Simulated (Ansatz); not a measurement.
The parent structure is ZrO₂ in the fluorite structure (space group Fm-3m, No. 225; a = 5.089 Å).

Modification: a hydrostatic pressure of 2.1 GPa.

Levels (all Ansatz, a first-principles code, PAW, earlier PAW set): r2SCAN (500 eV, no spin-orbit coupling); HSE06 (420 eV, no spin-orbit coupling); HSE06+SOC (420 eV, spin-orbit coupling included).

One geometry, relaxed with r2SCAN, under each level:

| level | band gap | lowest conduction level above the VBM at special points |
|---|---|---|
| r2SCAN | 3.91 eV | Γ 3.91 eV; X 4.32 eV; L 4.53 eV |
| HSE06 | 5.01 eV | Γ 5.01 eV; X 5.41 eV; L 5.70 eV |
| HSE06+SOC | 5.01 eV | Γ 5.01 eV; X 5.41 eV; L 5.67 eV |

Single points use the geometry relaxed with r2SCAN. Their cutoffs differ, which shifts pressures a little. The hybrid gap comes from the SCF mesh plus the semilocal run's edge points and a few special points and is an upper bound. Differences between runs with and without spin-orbit coupling are approximate. Load acts through the strain it causes; cell and atoms are relaxed under it. Stability against distortions was not tested. This is not the structure that ZrO2 has at room temperature and ambient pressure.
